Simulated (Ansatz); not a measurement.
We consider BaH2 (P6₃/mmc, No. 194, 6 atoms in the cell; start mp-1182102; a measured phase of this formula has another space group), described by G0W0@HSE06 (Ansatz, a quantum-chemistry and plane-wave program, hard PAW, contour deformation, complete-basis limit).

Settings: largest k mesh 6×6×4 (not extrapolated in the mesh).

Cell (relaxed with PBEsol):

BaH2 is taken in the hexagonal space group P6₃/mmc (No. 194), Pearson symbol hP6. Conventional cell: a = 4.384 Å, b = 4.384 Å, c = 5.794 Å, α = 90.00°, β = 90.00°, γ = 120.00°. Ba on 2c is coordinated by 3 H at 2.531 Å and 8 H at 2.897–2.916 Å. H1 on 2d sees 3 Ba at 2.531 Å and 2 Ba at 2.897 Å (trigonal bipyramidal). H2 on 2a is coordinated by 6 Ba at 2.916 Å (octahedral). (Neighbours: up to the widest gap in distance over summed covalent radii, below 1.35, at either atom; cation-cation and far metal-metal contacts left out.)

Problem. Predict the band gap.

Solution. 
band gap: 3.87 eV

Note: GW on a hybrid start was not checked against another program; the gap holds a correction of +0.13 eV to the complete basis.

Spin–orbit coupling is not included.

Static lattice: no zero-point or thermal effects.

The result took about 7 core-hours (a rough figure).

A start named mp-… is a Materials Project structure, which need not be a measured phase.
